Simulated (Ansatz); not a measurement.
Bond-angle distributions (per cent of the angles at each element, bins of 10°) of a relaxed model of amorphous Si$_{24}$O$_{49}$Ba at 2.35 g/cm³. The numbers are results of PBE, scalar-relativistic without spin-orbit coupling (plane waves to 420 eV, PAW; Ansatz, a program for electronic structure), not measurements.

Preparation: random packing, a CHGNet melt and quench, and a DFT relaxation. O atoms were pushed apart under 1.9 Å during the dynamics, to hinder bonds among them. The hot cell started wider than the set density and was brought back towards it in steps. It is the lowest in DFT energy of 2 quenches. It is a model cell: composition and starting density were chosen by hand, and all elements were melted together. No dispersion term was used. Its density started from a set value of 2.35 and ended at 2.35 g/cm³. The quench (nominally 320 K/ps over its main leg) was far faster than any real one, so the model tends to hold more defects than a real film. One small periodic cell is one sample of the glass; other quenches scatter about these values. The volume was held where the preparation left it and the shape relaxed, at a PBE pressure of 1.5 GPa. Stress components on the final sampling reach 1.6 GPa.

Neighbours within Si-Si 2.60 Å, Si-O 1.90 Å, Si-Ba 3.59 Å, O-O 1.58 Å, O-Ba 3.37 Å, Ba-Ba 4.73 Å count as bonded. Two cations that share two anions don't count as bonded, nor two that share one unless they lie closer than Si-Si 2.38 Å, Si-Ba 3.49 Å, Ba-Ba 4.60 Å.

```tsv
angle (°)	at Si	at O
50-60	0	0
60-70	0	0
70-80	0	0
80-90	0	0
90-100	4	4
100-110	50	5
110-120	42	22
120-130	3	25
130-140	1	20
140-150	0	5
150-160	0	11
160-170	0	5
170-180	0	2
```

They go with these counts of neighbours within the cut-offs, cation contacts included: Si mean 4.0, most often 4; O mean 2.1, most often 2.
